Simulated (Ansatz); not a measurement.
InP: biaxial strain +2.50 %, plane normal [111], relaxed out of plane

Start from InP in the zinc blende structure (space group F-43m, No. 216; a = 5.907 Å). Axes: x, y, z lie along the cube axes.

Modification: biaxial strain +2.50 %, plane normal [111], relaxed out of plane (Cartesian); in-plane vectors clamped, the third vector and the atoms free.

Calculations: r2SCAN, PAW, 500 eV (Ansatz, a program for electronic structure; no spin-orbit coupling). Γ-centred 10×10×10 mesh, Fermi–Dirac width 0.05 eV.

The volume per atom rises by 0.93 Å³ (25.76 Å³ → 26.69 Å³) and the space group goes from F-43m (No. 216) to R3m (No. 160). The shortest interatomic distance increases by 0.010 bohr, from 4.834 bohr to 4.844 bohr and the energy goes up by 14 meV/atom. The pressure (mean of the normal stresses, compression positive) goes from zero to -2.23 GPa and the band gap shrinks by 0.37 eV, from 1.03 eV to 0.66 eV. The gap character stays direct at Γ and the electron mass goes from 0.074 mₑ (at Γ) to 0.060 mₑ (at Γ). The valence-band top at Γ (three highest levels, from the VBM) becomes 0.00, -0.20, -0.20 eV (base: 0.00, 0.00, 0.00 eV) and the valley order (the lowest conduction-band minima on the path, energy above the VBM, named in the base's zone) goes from Γ 1.03 eV; L along ⟨111⟩ 1.80 eV; X along ⟨100⟩ 2.04 eV to Γ 0.66 eV; L along [111] 1.24 eV; L along [1-1-1] 1.67 eV; X along [001] 1.88 eV. The out-of-plane strain comes out as -1.39 % and the ratio −ε⊥/ε∥ comes out as 0.56. The mean in-plane stress (compression positive) comes out as -3.3 GPa.

Final structure (turned so that z lies along the plane normal):

```xyz
2
Lattice="4.2813 0.0000 0.0000 2.1406 3.7077 0.0000 2.1406 -1.2359 3.3629" Properties=species:S:1:pos:R:3 pbc="T T T"
In     0.0000     0.0000    -0.0205
P      4.2813     0.0000     2.5427
```

Cost of the whole job for the changed cell (relaxation, final SCF and bands): about 40 core-seconds (a rough figure).

Effective masses come from finite differences of ±0.01 Å⁻¹. No phonon test of stability was made. Labels are those of the standard path for the cell's own space group.
